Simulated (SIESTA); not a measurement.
Input and output of a self-consistent single point for Pb (Fm-3m, 1 atom in the cell) (SIESTA).

Level of theory: GGA PBE with spin-orbit coupling, numerical atomic orbitals DZP, PseudoDojo PBE fully relativistic norm-conserving potentials (rewritten from UPF to PSML) (SIESTA 5.4.2).

```yaml
crystal:
  lattice:
    - [0.00000, 2.52319, 2.52319]
    - [2.52319, 0.00000, 2.52319]
    - [2.52319, 2.52319, 0.00000]
  atoms:
    - { symbol: Pb, position: [0.00000, 0.00000, 0.00000] }
```

Reference input (self-consistent single point, DFT, GGA PBE, numerical atomic orbitals DZP, PseudoDojo PBE standard norm-conserving potentials (rewritten from UPF to PSML)): XC.functional = GGA; XC.authors = PBE; potentials = PseudoDojo PBE standard; PAO.BasisSize = DZP; PAO.EnergyShift = 0.01 Ry; MeshCutoff = 350 Ry; kgrid.MonkhorstPack = 11 11 11; OccupationFunction = FD; ElectronicTemperature = 0.05 eV; MaxSCFIterations = 150; SCF.Mixer.Method = Pulay; SCF.Mixer.Weight = 0.1. This run's input differs from it in these lines:

```diff
@@ -1,2 +1,2 @@
-# files in the folder: Pb.psml (PseudoDojo PBE standard)
+# files in the folder: Pb.psml (PseudoDojo PBE fully relativistic)
 SystemName  Pb
@@ -32,2 +32,6 @@
 ElectronicTemperature        0.05 eV
+Spin                         spin-orbit
+%block DM.InitSpin
+  1 0.00 0.00 0.00
+%endblock DM.InitSpin
```

Log, with long lists cut:

```
        iscf     Eharris(eV)        E_KS(eV)     FreeEng(eV)     dDmax    Ef(eV) dHmax(eV)
   scf:    1    -1909.891740    -1910.015781    -1910.019605  0.292380 -3.095240  2.706739
     spin moment: {S} , |S| = {    0.00000    0.00000   -0.00000 }     0.00000
   scf:    2    -1910.095375    -1910.057486    -1910.061461  0.012520 -3.127162  2.318901
     spin moment: {S} , |S| = {   -0.00000   -0.00000    0.00000 }     0.00000
   scf:    3    -1910.222971    -1910.167376    -1910.172526  0.061953 -3.315194  0.048005
     spin moment: {S} , |S| = {   -0.00000    0.00000    0.00000 }     0.00000
   [... lines left out ...]
   scf:    6    -1910.167486    -1910.167407    -1910.172568  0.000092 -3.321229  0.001495
     spin moment: {S} , |S| = {    0.00000    0.00000   -0.00000 }     0.00000
mix: Pulay -- inversion failed, > SVD [rank/size] 3 / 5
   scf:    7    -1910.167463    -1910.167409    -1910.172568  0.000067 -3.320912  0.001524
     spin moment: {S} , |S| = {   -0.00000    0.00000   -0.00000 }     0.00000
mix: Pulay -- inversion failed, > SVD [rank/size] 3 / 6
   scf:    8    -1910.167385    -1910.167408    -1910.172568  0.000026 -3.320969  0.000429
     spin moment: {S} , |S| = {   -0.00000    0.00000    0.00000 }     0.00000
SCF Convergence by DM+H criterion
max |DM_out - DM_in|         :     0.0000258650
max |H_out - H_in|      (eV) :     0.0004286329
SCF cycle converged after 8 iterations

Using DM_out to compute the final energy and forces

siesta: E_KS(eV) =            -1910.1674

siesta: E_KS - E_eggbox =     -1910.1674

siesta: Atomic forces (eV/Ang):
     1   -0.000000   -0.000000    0.000000
   Tot   -0.000000   -0.000000    0.000000
   Max    0.000000
   Res    0.000000    sqrt( Sum f_i^2 / 3N )
   Max    0.000000    constrained

Stress tensor Voigt[x,y,z,yz,xz,xy] (kbar):        2.67        2.67        2.67       -0.07       -0.07       -0.07
(Free)E + p*V (eV/cell)    -1910.2260
Target enthalpy (eV/cell)    -1910.1726

siesta: Program's energy decomposition (eV):
siesta: Enl(+so)=      -385.461585
siesta: Eso(nil)=         0.000000
   [... lines left out ...]
siesta: FreeEng =     -1910.172568
siesta: Cell volume =         32.127908 Ang**3
siesta:          -2.66523820         -2.66523820  kBar
   [... lines left out ...]
    1     Total    14.00000   0.00000     -0.000   0.000  -0.000

Total              14.00000   0.00000     -0.000   0.000  -0.000

Mulliken Atomic Populations:
Atom #   charge [q] valence [e]           S      Sx [e]      Sy [e]      Sz [e]  Species
     1    -0.000000   14.000000    0.000000   -0.000000    0.000000    0.000000  Pb
 Total    -0.000000                0.000000   -0.000000    0.000000    0.000000
```

The run converged in 8 iterations. Against the reference run the pressure goes from 0.24 to -0.27 GPa.

The starting cell comes from a database of computed structures (which also holds hypothetical and non-ambient phases and stackings), without a prior relaxation at this level. Its lattice was rescaled by a random factor within 2.5 % of one. Values carry the incompleteness of an atom-centred basis.

Cost on one core of a shared machine: roughly 60 s.
